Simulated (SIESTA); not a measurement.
Band structure of CdPPd₅ (P4/mmm, 7 atoms in the cell).

```yaml
crystal:
  lattice:
    - [3.89942, 0.00000, 0.00000]
    - [0.00000, 3.89942, 0.00000]
    - [0.00000, 0.00000, 6.93431]
  atoms:
    - { symbol: Cd, position: [0.50000, 0.50000, 0.00000] }
    - { symbol: P, position: [0.00000, 0.00000, 0.50000] }
    - { symbol: Pd, position: [0.00000, 0.00000, 0.00000] }
    - { symbol: Pd, position: [0.50000, 0.00000, 0.69928] }
    - { symbol: Pd, position: [0.50000, 0.00000, 0.30072] }
    - { symbol: Pd, position: [0.00000, 0.50000, 0.69928] }
    - { symbol: Pd, position: [0.00000, 0.50000, 0.30072] }
```

Computed with GGA PBEsol, numerical atomic orbitals DZP, PseudoDojo PBEsol standard norm-conserving potentials (rewritten from UPF to PSML) (SIESTA).

Settings: XC.functional = GGA; XC.authors = PBEsol; potentials = PseudoDojo PBEsol standard; PAO.BasisSize = DZP; PAO.EnergyShift = 0.005 Ry; MeshCutoff = 400 Ry; kgrid.MonkhorstPack = 7 7 4; OccupationFunction = FD; ElectronicTemperature = 100 meV; MaxSCFIterations = 150; SCF.Mixer.Method = Broyden; SCF.Mixer.Weight = 0.25; SCF.Mixer.History = 8; SCF.DM.Tolerance = 1.0E-05.

The starting cell comes from a database of computed structures (which also holds hypothetical and non-ambient phases and stackings), without a prior relaxation at this level. Its lattice was rescaled by a random factor within 2.5 % of one. Spin polarisation is off; with an odd number of electrons in the cell that forces a metal, and a magnetic state may lie lower. Values carry the incompleteness of an atom-centred basis.

Levels in eV from the Fermi level, bands 55 to 60:
```tsv
point	55	56	57	58	59	60
Γ	-0.97	-0.22	-0.18	0.38	0.38	3.06
X	-1.59	-0.84	-0.05	-0.02	0.41	1.50
M	-0.64	-0.64	-0.43	-0.43	0.43	1.19
Z	-0.39	-0.22	-0.18	1.64	2.01	2.01
R	-1.50	-1.30	-1.25	-0.64	2.96	3.05
A	-0.95	-0.66	-0.30	0.62	0.62	1.21
```

Bands cross the Fermi level along this path, so the cell is metallic at this level.

Higher empty bands are left out: an atom-centred basis made for the valence describes them poorly.
